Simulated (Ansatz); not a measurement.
Relaxation of the outer planes of the (211) surface of bcc Mo in its 1x1 cell, outermost plane spacing 1.29 Å in the ideal cut.

Method: PBE (plane waves to 420 eV, PAW; Ansatz, an electronic-structure program).

Slab: 9 atoms, 10.3 Å thick at the start (thin: gaps and levels are the slab's own); k 14x9x1, smearing 0.1 eV, dipole-corrected; all atoms relaxed; start symmetry kept, larger cells not searched; no spin, no spin-orbit, no U.

```tsv
plane	atoms	bulk spacing to the next (Å)	relaxed spacing (Å)	change (%)	rumpling (Å)
1	Mo	1.290	1.092	-15.4	0.00
2	Mo	1.290	1.290	0.0	0.00
```
